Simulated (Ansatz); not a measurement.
**Fermi-surface data of Ti₃Al (P-6m2)**

Input:

```xyz
4
Lattice="2.8957 0.0000 0.0000 -1.4479 2.5078 0.0000 0.0000 0.0000 9.1375" Properties=species:S:1:pos:R:3 pbc="T T T"
Ti     1.4479     0.8359     0.0000
Ti     0.0000     1.6719     6.8638
Ti     0.0000     1.6719     2.2737
Al     1.4479     0.8359     4.5687
```

All values below come from PBEsol, rigid bands (plane waves, PAW, scalar-relativistic; Ansatz, a first-principles code). Cell: cell and atoms relaxed with PBEsol.

| Quantity | Result |
|---|---|
| density of states at the Fermi level | 3.50 states/(eV·cell), both spins |
| bare Sommerfeld coefficient | 2.1 mJ/(mol of atoms·K²) |
| Drude plasma energy | 4.1 (x), 4.1 (y), 2.4 (z) eV |
| root-mean-square Fermi velocity | 3.1e5 m/s |
| resistivity times τ | 29 (x), 29 (y), 86 (z) ×10⁻²² Ω·m·s |

A metal at this level (no band gap); rigid bands, thermally averaged at 300 K, both spins. Spin-orbit coupling is left out. τ is one relaxation time for all states.

Computed structure with no diffraction record at hand here (it may be known, metastable or hypothetical): Ti3Al (P-6m2).
